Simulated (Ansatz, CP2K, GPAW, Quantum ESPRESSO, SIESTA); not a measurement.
# TePdSe (P3m1, 3 atoms in the cell) computed with different codes at matched settings

Self-consistent single point.

```
CELL_PARAMETERS angstrom
      3.92744     0.00000     0.00000
     -1.96372     3.40126     0.00000
      0.00000     0.00000     5.02889
ATOMIC_POSITIONS crystal
  Te 0.00000 0.00000 0.73055
  Pd 0.33333 0.66667 0.00891
  Se 0.66667 0.33333 0.26054
```

All programs got the same cell, k-point mesh and kind of occupations (in Ansatz's words: kpoints.mp_grid.grid = 10 10 7; scf.occupations.method = gaussian; scf.occupations.width = 0.1 eV); potentials, basis and cutoffs are each program's usual ones.

| code | model | pressure (GPa) | largest force (eV/Å) | k-points | cutoff |
|---|---|---|---|---|---|
| Quantum ESPRESSO | PBEsol, GBRV 1.5 ultrasoft (PBESOL) pseudopotentials | -2.29 | 0.257 | 80 | 40 Ry |
| SIESTA | GGA PBEsol, numerical atomic orbitals DZP, PseudoDojo PBEsol standard norm-conserving potentials (rewritten from UPF to PSML) | -1.55 | 0.199 | 360 | grid 400 Ry |
| Ansatz | PBEsol, PAW files made with PBE | -3.01 | 0.119 | 80 | 420 eV |
| GPAW | PBEsol, GPAW PAW datasets PBEsol (made by gpaw-setup) | -3.21 | 0.084 | 80 | 600 eV |
| CP2K | PBEsol, GPW, DZVP-MOLOPT-SR-GTH basis, GTH-PBE potentials (GTH_POTENTIALS) | -0.23 | 0.358 | 352 | grid 500 Ry |

Size of the force on each atom (eV/Å): Sizes of forces hide their directions.

```tsv
code	Te1	Pd2	Se3
Quantum ESPRESSO	0.168	0.257	0.089
SIESTA	0.199	0.011	0.189
Ansatz	0.026	0.093	0.119
GPAW	0.066	0.021	0.084
CP2K	0.346	0.358	0.011
```

The spread over the programs that give each value: pressure within 2.98 GPa; largest force within 0.274 eV/Å.

The starting cell comes from a database of computed structures (which also holds hypothetical and non-ambient phases and stackings), without a prior relaxation at this level. On Ansatz's run: Spin-orbit coupling is off. Spin polarisation is off.

Q: Why do the programs differ, and what cannot be compared?

A: Differences of this kind can come from the potentials, where these differ, and from what each basis and cutoff leave unconverged. The valence holds different numbers of electrons (Quantum ESPRESSO 28, SIESTA 50, Ansatz (an electronic-structure program) 50, GPAW 28, CP2K 30). The zero of total energies and Fermi levels follows the potentials and each program's conventions, so they are not compared here. SIESTA and CP2K use small atom-centred bases, whose incompleteness enters pressures, forces and empty levels differently from a plane-wave cutoff. Ansatz's pressure is given at a fixed set of plane waves, as the other plane-wave codes print theirs; with its correction for the finite basis it is -2.98 GPa. The programs reduce the same mesh by symmetry to different extents, which changes the work and not the result. In the pressure, SIESTA (by 1.46) and CP2K (by 2.78) lie more than 1 GPa from the median of the plane-wave programs. In the force vectors, Quantum ESPRESSO (by 0.194), SIESTA (by 0.277) and CP2K (by 0.372) lie more than 0.08 eV/Å from the median of the plane-wave programs.

Left out of this page: ABINIT and FLEUR (with a known weakness of the program); Elk (not drawn, or without a comparable value).

Keys are those of Ansatz 0.2.
